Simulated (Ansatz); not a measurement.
The starting structures come from a database of crystals and need not be the phases stable at ambient conditions.

Tunnelling through a barrier is set by its complex band structure: the current falls as exp(−2κd) with the smallest κ.

Here is the system:

```yaml
crystal:
  lattice:
    - [6.72479, 0.00000, 0.00000]
    - [3.36239, 5.90523, 0.00000]
    - [-2.14298, 0.00000, 6.33855]
  atoms:
    - { symbol: Ga, position: [0.78235, 0.49702, 0.50424] }
    - { symbol: Ga, position: [0.27937, 0.50298, 0.00424] }
    - { symbol: Ga, position: [0.41436, 0.17108, 0.50133] }
    - { symbol: Ga, position: [0.58544, 0.82892, 0.00133] }
    - { symbol: Se, position: [0.58385, 0.15656, 0.88678] }
    - { symbol: Se, position: [0.74041, 0.84344, 0.38678] }
    - { symbol: Se, position: [0.04838, 0.17006, 0.36396] }
    - { symbol: Se, position: [0.21844, 0.82994, 0.86396] }
    - { symbol: Se, position: [0.38628, 0.51530, 0.39128] }
    - { symbol: Se, position: [0.90158, 0.48470, 0.89128] }
```

Space group of this cell: Cc. The cell is taken as given; by PBEsol its mean pressure is -0.5 GPa.

Transport runs along the normal of the first two printed cell vectors.

No gap correction and no spin-orbit coupling; mid-gap values are interpolated between computed energies.

Give the band gap and the smallest decay constant κ at mid-gap that PBEsol (Ansatz, an electronic-structure program) yields.

Gap 1.09 eV on a 6×6×6 mesh; κ = 0.089 1/Å, at the zone centre.
